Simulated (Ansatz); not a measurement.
Defect: La-vacancy pair (La on one host Zr site, one Zr site vacant) in monoclinic ZrO2, charge state -5. Level of theory: PBE, PAW (plane waves to 420 eV; Ansatz, a quantum-chemistry and plane-wave program).

Cell of 96 host sites held at the relaxed PBE lattice; the Γ point alone; Fermi-Dirac width 0.01 eV, spin-restricted; finite-size errors left in. Static, classical nuclei. Spin-orbit coupling is left out. The charge state is imposed; whether it is stable for some Fermi level was not computed. Forms of the defect that were not tried may lie lower. The start lies 0.42 eV above the lowest site run (PBE).

Barriers: single points on a 2×2×2 k-point mesh shifted by half a step at the bands' geometries.

Relaxed starting cell (atoms counted from 1):

```
LaZr30O64
1.0
   10.37868     0.00000     0.00000
    0.00000    10.48354     0.00000
   -1.80708     0.00000    10.60481
La Zr O
1 30 64
Direct
  0.13412   0.22276   0.34055
  0.13928   0.22504   0.85585
  0.14154   0.73340   0.35421
  0.14049   0.72722   0.85598
  0.64015   0.23021   0.35176
  0.63677   0.22461   0.85254
  0.63732   0.72946   0.35284
  0.63570   0.73141   0.85582
  0.35948   0.26034   0.14062
  0.35994   0.27073   0.64345
  0.35476   0.77854   0.14653
  0.36225   0.77559   0.64608
  0.85868   0.27029   0.13932
  0.86362   0.27256   0.64498
  0.86288   0.77396   0.14352
  0.86159   0.77086   0.64914
  0.36541   0.47765   0.39321
  0.35950   0.47545   0.89600
  0.36318   0.98070   0.39228
  0.35347   0.98100   0.90009
  0.85852   0.48119   0.39403
  0.86126   0.47890   0.89611
  0.85942   0.97502   0.39622
  0.87777   0.98000   0.90429
  0.13656   0.02066   0.60624
  0.13817   0.52219   0.10403
  0.13935   0.52221   0.60210
  0.63843   0.01913   0.10121
  0.64124   0.02235   0.60522
  0.63271   0.52257   0.10412
  0.63822   0.52229   0.60618
  0.03129   0.06114   0.42575
  0.03509   0.07472   0.88548
  0.03754   0.57682   0.41823
  0.03487   0.58106   0.91883
  0.54195   0.08404   0.42412
  0.53230   0.08280   0.91945
  0.53393   0.58747   0.42462
  0.52949   0.58618   0.92166
  0.46430   0.41284   0.07204
  0.47256   0.41292   0.57658
  0.46559   0.91812   0.07807
  0.47126   0.91228   0.57559
  0.95772   0.43146   0.07990
  0.96420   0.42259   0.57961
  0.94921   0.91659   0.07735
  0.96072   0.91805   0.58804
  0.47127   0.33655   0.32875
  0.46538   0.33447   0.82362
  0.47583   0.84130   0.32375
  0.46453   0.83655   0.82489
  0.93912   0.33185   0.32589
  0.96302   0.33217   0.82922
  0.96056   0.82388   0.33381
  0.96370   0.82252   0.83267
  0.02004   0.18788   0.14147
  0.03872   0.17941   0.65844
  0.03812   0.67155   0.17041
  0.03542   0.66847   0.66869
  0.54081   0.16899   0.16874
  0.53299   0.16424   0.67139
  0.52908   0.66449   0.17357
  0.53245   0.66484   0.67303
  0.23509   0.38036   0.49547
  0.21819   0.37354   0.98604
  0.22425   0.87248   0.49494
  0.23432   0.85868   0.98343
  0.72548   0.37161   0.48972
  0.72157   0.37116   0.98321
  0.72413   0.86979   0.49008
  0.71139   0.86829   0.98841
  0.29015   0.14006   0.99442
  0.28323   0.12082   0.51896
  0.27480   0.62415   0.01304
  0.27657   0.63333   0.51144
  0.76939   0.12671   0.00534
  0.77914   0.12924   0.51140
  0.77185   0.62914   0.01073
  0.77418   0.62986   0.51367
  0.31018   0.12207   0.26396
  0.27309   0.12032   0.75630
  0.27643   0.62094   0.26298
  0.27550   0.62056   0.76107
  0.77544   0.11815   0.25987
  0.77375   0.12429   0.75811
  0.77175   0.62138   0.26198
  0.77349   0.62155   0.76288
  0.23643   0.38663   0.23053
  0.22443   0.37900   0.73832
  0.23485   0.86839   0.25522
  0.22229   0.87825   0.73914
  0.70875   0.38454   0.23662
  0.72437   0.38061   0.73729
  0.72412   0.87763   0.23843
  0.72609   0.87935   0.73988
```
Cell charge -5.

End state 1 differs by these moves (Å; atoms that move under 0.08 Å are left out):

```csv
atom,element,Δx,Δy,Δz
1,La,0.38,-2.10,-2.35
9,Zr,-0.05,0.08,0.10
11,Zr,0.11,-0.07,0.03
13,Zr,0.11,0.05,0.09
15,Zr,-0.07,-0.07,0.02
17,Zr,-0.07,-0.07,0.02
19,Zr,-0.02,0.06,0.06
21,Zr,0.06,-0.07,-0.02
23,Zr,0.10,0.06,-0.01
24,Zr,-0.19,-0.03,-0.15
25,Zr,0.02,0.08,-0.13
32,O,0.09,0.05,-0.10
33,O,-0.09,-0.03,0.12
44,O,-0.04,0.11,0.02
46,O,-0.13,0.02,-0.04
52,O,0.09,0.02,-0.01
54,O,0.05,0.03,-0.06
56,O,0.16,0.21,-0.23
57,O,-0.05,-0.04,0.07
64,O,0.00,0.02,0.09
72,O,-0.11,-0.05,0.07
73,O,0.10,-0.04,0.07
```

### Question
Predict the forward and backward barriers to end state 1 from PBE, PAW.

### Answer
forward 1.13 eV, backward 1.11 eV; at the saddle point atom 1 has neighbours O at 2.16, 2 O at 2.24, O at 2.67 Å. The saddle point's order was not checked.
